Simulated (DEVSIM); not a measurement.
System: Si n+/n-/n+ resistor, at 350 K.

| layer (left to right) | material | thickness (μm) | Nd (cm⁻³) | τn (s) | τp (s) |
|---|---|---|---|---|---|
| 1 | Si | 0.190 | 1.2e18 | 0.00098 | 0.00098 |
| 2 | Si | 0.140 | 1.7e14 | 0.00098 | 0.00098 |
| 3 | Si | 0.170 | 3e18 | 0.00098 | 0.00098 |

Left contact: ohmic. Right contact: ohmic. Voltage is applied to the left contact. Recombination: SRH at mid-gap. Mobility is μmin + (μ − μmin)/(1 + (N/Nref)^α).

Constants are typed, rounded textbook-type inputs, not results; the design itself was drawn at random and stands for no fabricated device. Values at 300 K; Nc and Nv go as T^1.5, mobilities as T to minus their exponent, the gap by Varshni's rule with the affinity fixed.

```tsv
parameter	Si
gap (eV)	1.124
affinity (eV)	4.05
permittivity	11.7
Nc (cm⁻³)	2.86e19
Nv (cm⁻³)	3.1e19
μn (cm²/Vs)	1417
μp (cm²/Vs)	470
μn,min	52
μp,min	45
Nref,n	9.7e16
Nref,p	2.2e17
αn	0.68
αp	0.72
T exponent of μn	2.3
T exponent of μp	2.2
Varshni α (eV/K)	0.000473
Varshni β (K)	636
```

Simulated with DEVSIM: 1D drift-diffusion, Boltzmann statistics, complete ionisation; no tunnelling, impact ionisation, image-force lowering or self-heating.

Problem. Tabulate band edges, carrier densities and field at zero bias.

Solution. Energies count from the Fermi level of the right contact; mesh points crowd at the junctions.

```csv
x (μm),Ec (eV),Ev (eV),n (cm⁻³),p (cm⁻³),field (V/cm)
0.000,0.103,-1.008,1.2e18,120000,≈ 0
0.01285,0.103,-1.008,1.2e18,120000,≈ 0
0.03273,0.103,-1.008,1.2e18,120000,≈ 0
0.05849,0.103,-1.008,1.2e18,120000,≈ 0
0.1061,0.103,-1.008,1.2e18,120000,≈ 0
0.1390,0.103,-1.008,1.2e18,120000,≈ 0
0.1645,0.103,-1.008,1.2e18,120000,160
0.1857,0.114,-0.997,8.2e17,170000,27000
0.1964,0.163,-0.947,1.6e17,890000,37000
0.2112,0.200,-0.911,4.7e16,3000000,17000
0.2330,0.225,-0.886,2.1e16,6800000,6800
0.2708,0.231,-0.880,1.7e16,8300000,-3200
0.2951,0.214,-0.897,3.0e16,4700000,-11000
0.3134,0.182,-0.928,8.5e16,1700000,-25000
0.3310,0.093,-1.018,1.7e18,86000,-64000
0.3456,0.075,-1.036,3.0e18,48000,-280
0.3642,0.075,-1.036,3.0e18,48000,≈ 0
0.3898,0.075,-1.036,3.0e18,48000,≈ 0
0.4340,0.075,-1.036,3.0e18,48000,≈ 0
0.4634,0.075,-1.036,3.0e18,48000,≈ 0
0.4827,0.075,-1.036,3.0e18,48000,≈ 0
0.5000,0.075,-1.036,3.0e18,48000,≈ 0
```
